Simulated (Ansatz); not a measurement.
# How the c axis length of GeRh (model structure, started from the TiAs type, P6₃/mmc, No. 194, 8 atoms in the cell) moves with the method

No measured value is used here.

Task: Put these levels in order of the c axis length that they give for GeRh (model structure, started from the TiAs type, P6₃/mmc, No. 194, 8 atoms in the cell), smallest first: PBE (Ansatz, a first-principles code), PBE-D3(BJ) (Ansatz), PBEsol (Ansatz).

Result: PBEsol (9.464 Å), PBE-D3(BJ) (9.510 Å), PBE (9.659 Å)

Ansatz's density-functional and Hartree–Fock values are scalar-relativistic unless marked +SOC, with PAW data made under PBE.

A model structure was made by putting elements into a prototype or built by hand; it is no filed structure, need not be a known phase, and can be a saddle point held by its symmetry.
